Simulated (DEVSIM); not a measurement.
Device: abrupt GaSb n-p junction, at 300 K.

Layer 1 from the left is GaSb, thickness (μm) 50.0, Nd (cm⁻³) 8e15, τn (s) 4.4e-8, τp (s) 4.4e-8. Layer 2 from the left is GaSb, thickness (μm) 73.0, Na (cm⁻³) 2.2e16, τn (s) 4.4e-8, τp (s) 4.4e-8.

Left contact: ohmic. Right contact: ohmic. Voltage is applied to the left contact. Recombination: SRH at mid-gap, radiative. Mobility is constant in doping.

The device is made up for the run: typed textbook-type constants, with dimensions and the other settings drawn at random. Values at 300 K.

GaSb: gap (eV) 0.726, affinity (eV) 4.06, permittivity 15.7, Nc (cm⁻³) 2.1e17, Nv (cm⁻³) 1.8e19, μn (cm²/Vs) 5000, μp (cm²/Vs) 850, B (cm³/s) 1e-10.

Model (solved in DEVSIM): 1D drift-diffusion, Boltzmann statistics, complete ionisation; no tunnelling, impact ionisation, image-force lowering or self-heating.

Dark forward current:

```csv
|V| (V),|J| (A/cm²)
0.05,3.690e-5
0.10,0.0001892
0.15,0.0009784
0.20,0.005679
0.25,0.03582
0.30,0.2323
0.35,1.385
0.40,5.865
0.45,15.46
0.50,29.61
0.55,47.62
0.60,69.22
0.65,94.36
0.70,123.0
0.75,155.2
0.80,191.0
0.85,230.5
0.90,273.5
0.95,320.2
1.00,370.7
1.05,424.8
1.10,482.6
1.15,544.1
1.20,609.2
```

**Question.** Work out the local ideality factor n = ΔV / (kT/q · ln(J2/J1)) between the rows 0.15 and 0.20 V, 0.25 and 0.30 V, 1.15 and 1.20 V.

**Answer.** kT/q = 25.85 mV. From 0.15 to 0.20 V: ln(0.005679/0.0009784) = 1.759, n = 1.10, near the 1 of diffusion or emission over a barrier. From 0.25 to 0.30 V: ln(0.2323/0.03582) = 1.870, n = 1.03, near the 1 of diffusion or emission over a barrier. From 1.15 to 1.20 V: ln(609.2/544.1) = 0.113, n = 17.12.

**Question.** Estimate the current at 0.25 V from the Shockley equation with J0 = Σ q ni² D/(N L) coth(W/L), τ joining the SRH, radiative and Auger lifetimes that are on, and W taken as the whole layer.

**Answer.** ni² = 2.40e24 cm⁻⁶; holes in the n layer: μ = 850 cm²/Vs, D = 22.0 cm²/s, τ = 4.25e-8 s, L = 9.66 μm, W/L = 5.2, term 1.09e-6 A/cm²; electrons in the p layer: μ = 5000 cm²/Vs, D = 129 cm²/s, τ = 4.01e-8 s, L = 22.8 μm, W/L = 3.2, term 9.96e-7 A/cm². J0 = 2.09e-6 A/cm², and J = J0 exp(qV/kT) = 0.0331 A/cm². The simulation gives 0.0358 A/cm²; the estimate lies 7.6 % below. The estimate leaves out recombination in the depletion region and that region's share of W.
